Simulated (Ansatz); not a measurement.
**How the band gap of HgO (P3₁21, No. 152, 6 atoms in the cell; start mp-7826; a measured phase of this formula has another space group) moves with the method**

No measured value is used here.

```json
[
 {"level (code)": "LDA (Ansatz)", "value (eV)": "1.35", "cell (Å³/atom)": "15.43"},
 {"level (code)": "PBEsol (Ansatz)", "value (eV)": "1.44", "cell (Å³/atom)": "16.49"},
 {"level (code)": "HSE06 (Ansatz)", "value (eV)": "2.64", "cell (Å³/atom)": "16.49"},
 {"level (code)": "PBE0 (Ansatz)", "value (eV)": "3.35", "cell (Å³/atom)": "16.49"}
]
```

Computed values are for a static lattice. Levels without +SOC have no spin–orbit coupling; where heavier elements are present it shifts gaps, mostly down, and can invert bands.  LDA, PBEsol, HSE06, PBE0: the gap is read on the k mesh or supercell of the run alone and can be too large. LDA, PBEsol: the relaxation could not lower the start's symmetry, so the cell can be a saddle point above a distorted one. Values are at the level's own relaxed cell; HSE06 at the PBEsol cell; PBE0 at the PBEsol cell. K meshes differ between the levels. Ansatz's density-functional and Hartree–Fock values are scalar-relativistic unless marked +SOC, with PAW data made under PBE.

A start named mp-… is a Materials Project structure, which need not be a measured phase.

Ansatz is an electronic-structure program.
